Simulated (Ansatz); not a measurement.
Abridged Ansatz (a first-principles code) output:

```
Relaxation: its limit of steps is 50 (relax.max_steps)
Pseudopotential: Hf, paw, valence charge 26
Pseudopotential: O, paw, valence charge 6
Crystal: 6 atoms, lattice volume = 66.579 Å³
Basis set: ecut = 500 eV, 1707 PW (Γ), exchange–correlation on 108×108×160 points (64 copies of the dense FFT grid, shifted against one another)
Bands: 46, of which v1, the nominal top of the filled ones, is band 38 counted from 1 (37 counted from 0)
Symmetry: 8 space group operations
k-points: 100 of 567
Functional: x = r2scan, c = r2scan; τ floored in thin density (d = 2e-4 eV/Å³)
SCF iter   1: F=—  HF=-33754.480251 eV  |F-HF|=—  |Δ(HF+E_count)|=         —  Δρ=8.98e-2  dr2=3.93e0  dr2_τ=3.44e-1  ethr=3.10e-3  ⟨swp⟩=5.6  Hψ=14624  notcnv=0
SCF iter   2: F=—  HF=-33754.106710 eV  |F-HF|=—  |Δ(HF+E_count)|=   3.74e-1  Δρ=4.58e-2  dr2=1.11e0  dr2_τ=8.23e-2  ethr=3.10e-3  ⟨swp⟩=2.0  Hψ=9644  notcnv=0  defer=360
SCF 1 converged in 9 iterations: F = -33754.030126 eV  dr2 = 5.04e-8
relax step   1: F+E_penalty+E_count = -33754.03012644 eV  Δ(F+E_penalty+E_count) = +0.000e0 eV  max|allowed force component| = 1.459e-4 eV/Å  Δτ_max = 0.0000 Å  P = -0.002 GPa  Ω = 66.579 Å³  (9 SCF iters, dr2 threshold 1.00e-7 eV, accepted)
[... steps on the carried basis left out ...]
relax step   6: F+E_penalty+E_count = -33754.00725077 eV  Δ(F+E_penalty+E_count) = -2.684e-4 eV  max|allowed force component| = 1.236e-3 eV/Å  Δτ_max = 0.0000 Å  P = -1.673 GPa  Ω = 67.068 Å³  stress off target by 9.54e-3 GPa  SCF on the basis re-selected at this cell (its energy is not comparable with the rows above)  (7 SCF iters)
SCF converged after 7 iterations
Free energy (F): -33754.007251 eV
Internal energy: -33754.007251 eV  (E = F + TS)
E sigma→0 (E₀):  -33754.007251 eV
Fermi energy:    15.841284 eV
--- Forces (eV/Å), atoms counted from 1 ---
  atom   1  Hf     0.00000000     0.00000000     0.00123560
  atom   2  Hf     0.00000000     0.00000000    -0.00123560
  atom   3  O      0.00000000     0.00000000    -0.00120883
  atom   4  O      0.00000000     0.00000000    -0.00032164
  atom   5  O      0.00000000     0.00000000     0.00120883
  atom   6  O      0.00000000     0.00000000     0.00032164
--- Stress (GPa, compression-positive) ---
       -5.009537       0.000000       0.000000
        0.000000      -0.004989       0.000000
        0.000000       0.000000      -0.005483
  P = ⅓ Tr σ = -1.6733 GPa (-16.733 kbar)
--- Relaxed structure (5 steps of the walk, 5 accepted, 1 SCFs on fresh bases) ---
  cell:  # Å, volume = 67.0679 Å³
    - [3.655221505230285, 0.0, 0.0]
    - [0.0, 3.5307967348285847, 0.0]
    - [0.0, 0.0, 5.196710380472824]
  atoms:
    - { symbol: Hf, position: [0.0, 0.0, -0.0029216561535133946] }
    - { symbol: Hf, position: [0.49999999999999994, 0.4999999999999999, 0.5029216561535133] }
    - { symbol: O, position: [0.0, 0.4999999999999999, 0.19663734958054654] }
    - { symbol: O, position: [0.0, 0.4999999999999999, 0.6940922793737629] }
    - { symbol: O, position: [0.49999999999999994, 0.0, 0.3033626504194534] }
    - { symbol: O, position: [0.49999999999999994, 0.0, 0.8059077206262365] }
```

Question: What was computed, and what are the main results?

Answer: HfO2, 6 atoms in the cell, with plane-wave PAW DFT at the r2SCAN level (Ansatz, 500 eV), no SOC, earlier PAW set, from a series relaxed to a target (uniaxial stress, 5 GPa tension along x). The last SCF converged to F = -33754.007251 eV, or -5625.6679 eV per atom. The total energy compares only with runs of the same code, potentials and settings.

With Hf present, leaving out spin-orbit coupling can change the band edges. Load acts through the strain it causes; cell and atoms are relaxed under it. Beyond what the load breaks, stability against distortions was not tested. The cell was made from HfO2 (space group P4_2/nmc, No. 137) by this change: uniaxial stress, 5 GPa tension along x. This is not the structure that HfO2 has at room temperature and ambient pressure.

Keys are those of Ansatz 0.2.
